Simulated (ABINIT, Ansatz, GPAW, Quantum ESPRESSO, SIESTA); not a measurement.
## In (I4/mmm, 1 atom in the cell) computed with different codes at matched settings

Self-consistent single point.

```xyz
1
Lattice="-1.6053 1.6053 2.4555 1.6053 -1.6053 2.4555 1.6053 1.6053 -2.4555" Properties=species:S:1:pos:R:3 pbc="T T T"
In     0.0000     0.0000     0.0000
```

Shared settings, as Ansatz (an electronic-structure program) writes them: kpoints.mp_grid.grid = 7 7 7; scf.occupations.method = fermi_dirac; scf.occupations.width = 0.1 eV. Potentials and cutoffs stand in the table.

```csv
code,model,pressure (GPa),cutoff
GPAW,"PBE, GPAW PAW datasets PBE (gpaw-data 1.0.1)",2.77,600 eV
SIESTA,"GGA PBE, numerical atomic orbitals TZP, PseudoDojo PBE standard norm-conserving potentials (rewritten from UPF to PSML)",3.04,grid 400 Ry
Ansatz,"PBE, default PAW files",3.13,default
ABINIT,"PBE, norm-conserving pseudopotentials (PseudoDojo nc-sr-05 PBE standard)",3.12,70 Ry
Quantum ESPRESSO,"PBE, GBRV 1.5 ultrasoft (PBE) pseudopotentials",2.03,40 Ry
```

The spread over the programs that give each value: pressure within 1.10 GPa.

SIESTA uses small atom-centred bases, whose incompleteness enters pressures, forces and empty levels differently from a plane-wave cutoff. Ansatz's pressure is given at a fixed set of plane waves, as the other plane-wave codes print theirs; with its correction for the finite basis it is 3.18 GPa.

On the base mesh (19 19 19) the same programs gave: Ansatz pressure 3.59 GPa; Quantum ESPRESSO pressure 2.49 GPa; ABINIT pressure 3.58 GPa; GPAW pressure 3.25 GPa; SIESTA pressure 3.45 GPa.

The values differ from the base mesh's, so the mesh still matters here: the table compares the programs at equal settings.

The starting cell comes from a database of computed structures (which also holds hypothetical and non-ambient phases and stackings), without a prior relaxation at this level. Its lattice was rescaled by a random factor within 2.5 % of one.

Left out of this page: Elk and FLEUR (not drawn, or without a comparable value).

Keys are those of Ansatz 0.2.
